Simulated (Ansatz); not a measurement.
## Ansatz run on TiBO3 (R-3c, 10 atoms in the cell): self-consistent single point

Level of theory: LDA (PW92), default PAW files made with PBE (plane waves; Ansatz, a program for electronic structure).

Input as run:

Ansatz 0.2 input:
```yaml
# TiBO3
crystal:
  lattice:
    - [2.33615000, 1.34877700, 4.98313300]
    - [-2.33615000, 1.34877700, 4.98313300]
    - [0.00000000, -2.69755400, 4.98313300]
  atoms:
    - { symbol: O, position: [0.95163000, 0.25000000, 0.54837000] }
    - { symbol: O, position: [0.54837000, 0.95163000, 0.25000000] }
    - { symbol: O, position: [0.25000000, 0.54837000, 0.95163000] }
    - { symbol: O, position: [0.04837000, 0.75000000, 0.45163000] }
    - { symbol: O, position: [0.45163000, 0.04837000, 0.75000000] }
    - { symbol: O, position: [0.75000000, 0.45163000, 0.04837000] }
    - { symbol: Ti, position: [0.00000000, 0.00000000, 0.00000000] }
    - { symbol: Ti, position: [0.50000000, 0.50000000, 0.50000000] }
    - { symbol: B, position: [0.25000000, 0.25000000, 0.25000000] }
    - { symbol: B, position: [0.75000000, 0.75000000, 0.75000000] }
basis:
  ecutwfc: 420.0
kpoints:
  mp_grid: { grid: [7, 7, 7] }
hamiltonian:
  xc: lda
  pseudopotentials: { kind: paw }
scf:
  occupations: { method: methfessel_paxton, width: 0.272 }
output:
  forces: true
  eigenvalues: true
  stress: true
```

Output (repeated stretches shortened):

```
WARN ansatz: RAYON_NUM_THREADS=1 ignored (pool sized by the plan → 1); use --threads N
Pseudopotentials: kind: paw
Pseudopotential: O, paw, valence charge 6
Pseudopotential: Ti, paw, valence charge 12
Pseudopotential: B, paw, valence charge 3
Crystal: 10 atoms, lattice volume = 94.209 Å³
Basis set: ecut = 420 eV, 1865 PW (Γ)
Bands: 43, of which v1, the nominal top of the filled ones, is band 33 counted from 1 (32 counted from 0)
Symmetry: 12 space group operations
Space group: R-3c (ITA 167), of the structure as read, at distance tolerance 4.6e-5 Å
k-points: 44 of 343
PAW frozen core: O, regenerated for the run's functional, and the local potential with it
PAW frozen core: Ti, regenerated for the run's functional, and the local potential with it
PAW frozen core: B, regenerated for the run's functional, and the local potential with it
Initial density: superposition of atomic densities (neutral atoms: chi_scale 0, normalization atom), corrected by the library's trained network
Initial wavefunctions: pseudopotential atomic-orbital guess
Eigensolver: davidson
Functional: x = slater, c = lda
SCF iter   1: F=—  HF=-8543.085997 eV  |F-HF|=—  |Δ(HF+E_count)|=         —  Δρ=1.71e-2  dr2=2.35e-1  ethr=1.77e-3  ⟨swp⟩=5.9  Hψ=7635  notcnv=0
all-band conjugate gradients solve this SCF's bands
preconditioner: auto → Kerker (q_TF=auto, 2.571 Å⁻¹)
SCF iter   2: F=—  HF=-8543.030953 eV  |F-HF|=—  |Δ(HF+E_count)|=   5.50e-2  S|Δr|=    0.00e0  Δρ=6.06e-3  dr2=3.63e-2  ethr=3.56e-4  ⟨swp⟩=2.2  Hψ=3154  notcnv=0
SCF iter   3: F=—  HF=-8543.022658 eV  |F-HF|=—  |Δ(HF+E_count)|=   8.29e-3  S|Δr|=    0.00e0  Δρ=1.84e-3  dr2=3.54e-3  ethr=5.50e-5  ⟨swp⟩=2.7  Hψ=2984  notcnv=0
SCF iter   4: F=—  HF=-8543.021824 eV  |F-HF|=—  |Δ(HF+E_count)|=   8.34e-4  S|Δr|=    0.00e0  Δρ=2.46e-4  dr2=5.39e-5  ethr=5.37e-6  ⟨swp⟩=2.5  Hψ=2847  notcnv=0  defer=1
SCF iter   5: F=—  HF=-8543.021824 eV  |F-HF|=—  |Δ(HF+E_count)|=   3.27e-7  S|Δr|=    0.00e0  Δρ=3.50e-5  dr2=1.05e-6  ethr=8.17e-8  ⟨swp⟩=2.0  Hψ=2864  notcnv=0  defer=1
SCF iter   6: F=-8543.021824 eV  HF=-8543.021824 eV  |F-HF|=1.43e-8  |Δ(HF+E_count)|=   4.17e-8  S|Δr|=    0.00e0  Δρ=8.78e-6  dr2=5.72e-8  ethr=1.52e-10  ⟨swp⟩=10.0  Hψ=8403  notcnv=0
SCF 1 converged in 6 iterations: F = -8543.021824 eV  dr2 = 5.72e-8
SCF converged after 6 iterations
Stability not checked (fill_not_monotonic)
Free energy (F): -8543.021824 eV
Harris-Foulkes:  -8543.021824 eV  (|F-HF|=1.43e-8)
Internal energy: -8542.963735 eV  (E = F + TS)
E sigma→0 (E₀):  -8543.007302 eV
Entropy (-TS):   -0.058088 eV (-5.809 meV/atom)
Fermi energy:    10.879970 eV
--- Per-component energies (eV) ---
  E_band       = -428.084523
  E_kinetic    = 1688.681305
  E_local      = -3854.595401  (includes V_loc(G=0)·N_el)
  E_nonlocal   = 346.292256
  E_hartree    = 1418.335733
  E_xc         = -689.832897
  E_vxc        = -875.675322  (∫ρ·V_xc dr)
  E_paw        = -3026.567534  (= ΣΔE_a)
  E_vpaw       = -569.477336  (= ΣTr[D̂ρ^β])
  E_aug_tail   = 0.015365  (compensation charges beyond the density's cutoff)
  E_ewald      = -4426.617661
  E_core_change = 1.325098  (= ΣΔE_core)
  E_smearing   = -0.058088  (= −TS)
  E_closure    = 0.000000  (closes the sum)
  Σ components = -8543.021824   (vs F -8543.021824, Δ=0.00e0)
--- Forces (eV/Å), atoms counted from 1 ---
  atom   1  O      0.23126020     0.40055442     0.00000000
  atom   2  O     -0.46252041    -0.00000000    -0.00000000
  atom   3  O      0.23126020    -0.40055442     0.00000000
  atom   4  O     -0.23126020    -0.40055442    -0.00000000
  atom   5  O      0.46252041     0.00000000     0.00000000
  atom   6  O     -0.23126020     0.40055442    -0.00000000
  atom   7  Ti     0.00000000     0.00000000     0.00000000
  atom   8  Ti     0.00000000     0.00000000     0.00000000
  atom   9  B      0.00000000     0.00000000     0.00000000
  atom  10  B     -0.00000000     0.00000000     0.00000000
  max |Σ_I F_I| component: 1.11e-16 eV/Å
--- Stress (GPa, compression-positive) ---
      -12.398789       0.000000      -0.000000
        0.000000     -12.398789       0.000000
       -0.000000      -0.000000     -10.226804
  P = ⅓ Tr σ = -11.6748 GPa (-116.748 kbar)
  The stress holds the Pulay correction. Without it, at fixed plane waves, as pw.x and ABINIT print it: P = -12.7205 GPa
--- Band table (eV; the first three rows and the last of 44) ---
  k-point 0: bands = ["-47.1523", "-47.1431", "-23.8844", "-23.7802", "-23.7382", "-23.7382", "-23.6827", "-23.6827", "-11.7889", "-10.7163", "-9.8705", "-9.8705", "-9.3519", "-9.3519", "1.1970", "1.3236", "1.5112", "1.6527", "1.6527", "2.2599", [...]
  k-point 1: bands = ["-47.1519", "-47.1435", "-23.8790", "-23.7851", "-23.7366", "-23.7360", "-23.6868", "-23.6859", "-11.6986", "-10.7624", "-9.8546", "-9.8365", "-9.4356", "-9.4026", "1.0808", "1.4515", "1.4672", "1.7842", "1.9407", "2.1382", [...]
  k-point 2: bands = ["-47.1505", "-47.1447", "-23.8640", "-23.7991", "-23.7318", "-23.7296", "-23.6975", "-23.6948", "-11.4600", "-10.8516", "-9.8145", "-9.7999", "-9.6241", "-9.5324", "1.0679", "1.3186", "1.6790", "2.0939", "2.1625", "2.4485", [...]
  k-point 43: bands = ["-47.1480", "-47.1474", "-23.8394", "-23.8327", "-23.7221", "-23.7210", "-23.7013", "-23.6961", "-11.2753", "-11.1950", "-9.6998", "-9.6550", "-9.6215", "-9.6133", "1.1080", "1.1830", "1.9847", "2.0279", "2.1494", "2.2039", [...]
```

The run converged in 6 iterations.

The starting cell comes from a database of published, mostly measured structures (it also holds non-ambient and calculated ones), without a prior relaxation at this level. Spin polarisation is off, so a magnetic state, if there is one, cannot be reached. With a pressure of about -12 GPa the cell is away from its equilibrium volume at this level. Ansatz's pressure includes its estimate of the finite-basis (Pulay) stress. Without the estimate this run gives -12.72 GPa.
